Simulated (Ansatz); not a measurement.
We consider TiP (model structure, started from the WC type, P-6m2, No. 187, 2 atoms in the cell), described by PBEsol (Ansatz, a first-principles code, plane waves, PAW).

Numerical settings: plane-wave cutoff 520 eV, 18×18×16 k mesh (along the axes of the cell as run), Fermi–Dirac smearing 0.05 eV, no spin polarisation, scalar-relativistic PAW data made under PBE.

Cell (relaxed at this level):

```
CELL_PARAMETERS angstrom
      3.31285     0.00000     0.00000
     -1.65643     2.86901     0.00000
      0.00000     0.00000     3.20606
ATOMIC_POSITIONS crystal
  Ti 0.00000 0.00000 0.00000
  P  0.66667 0.33333 0.50000
```

Question: What does this level give for the bulk modulus?

Answer: 
* **bulk modulus**: 136 GPa

Note: the run has no spin polarisation, so it can have missed a magnetic state; the bulk modulus is −V dP/dV from two relaxed cells at ±2 % in volume; the relaxation could raise the start's symmetry but not lower it, so the cell can be a saddle point.

The computed numbers hold no vibrational or temperature effects.

A model structure was made by putting elements into a prototype or built by hand; it is no filed structure, need not be a known phase, and can be a saddle point held by its symmetry.
